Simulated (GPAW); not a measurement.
Band structure of CrO₂ (P4_2/mnm, 6 atoms in the cell).

```yaml
crystal:
  lattice:
    - [4.34305, 0.00000, 0.00000]
    - [0.00000, 4.34305, 0.00000]
    - [0.00000, 0.00000, 2.87018]
  atoms:
    - { symbol: Cr, position: [0.00000, 0.00000, 0.50000], spin: 3.0 }
    - { symbol: Cr, position: [0.50000, 0.50000, 0.00000], spin: 3.0 }
    - { symbol: O, position: [0.19726, 0.19726, 0.00000] }
    - { symbol: O, position: [0.80274, 0.80274, 0.00000] }
    - { symbol: O, position: [0.30274, 0.69726, 0.50000] }
    - { symbol: O, position: [0.69726, 0.30274, 0.50000] }
```
(The spins are starting values, not results.)

Computed with PBE, GPAW PAW datasets PBE (gpaw-data 1.0.1) (plane waves; GPAW).

Settings: spinpol = true; mode = pw; ecut = 900 eV; xc = PBE; kpts = 5 5 7; mesh shift (steps) = 0 0 0; occupations.name = fermi-dirac; occupations.width = 0.136 eV; nbands = -10; convergence.forces = 0.001 eV/Å; symmetry.symmorphic = false; symmetry.tolerance = 0.0005; maxiter = 120; bandpath_npoints = 40.

The starting cell comes from a database of computed structures (which also holds hypothetical and non-ambient phases and stackings), without a prior relaxation at this level. Its lattice was rescaled by a random factor within 2.5 % of one. The magnetic order is the one reached from the typed start; others were not searched systematically.

Levels in eV from the Fermi level, bands 17 to 24 of the first spin channel:
| point | 17 | 18 | 19 | 20 | 21 | 22 | 23 | 24 |
|---|---|---|---|---|---|---|---|---|
| Γ | -1.28 | -1.27 | -1.27 | -1.21 | -0.71 | 1.22 | 1.25 | 3.97 |
| X | -0.83 | -0.83 | -0.36 | -0.36 | 0.31 | 0.31 | 3.55 | 3.55 |
| M | -1.61 | -1.61 | -1.25 | -1.25 | 0.90 | 0.90 | 2.98 | 2.98 |
| Z | -0.78 | -0.78 | -0.05 | -0.05 | 0.75 | 0.75 | 2.64 | 2.64 |
| R | -1.58 | -1.58 | -0.78 | -0.78 | 0.94 | 0.94 | 1.80 | 1.80 |
| A | -0.78 | -0.78 | -0.31 | -0.31 | -0.01 | -0.01 | 3.12 | 3.12 |

Bands cross the Fermi level along this path, so the cell is metallic at this level.

The net moment of the cell came out as 3.99 μB.
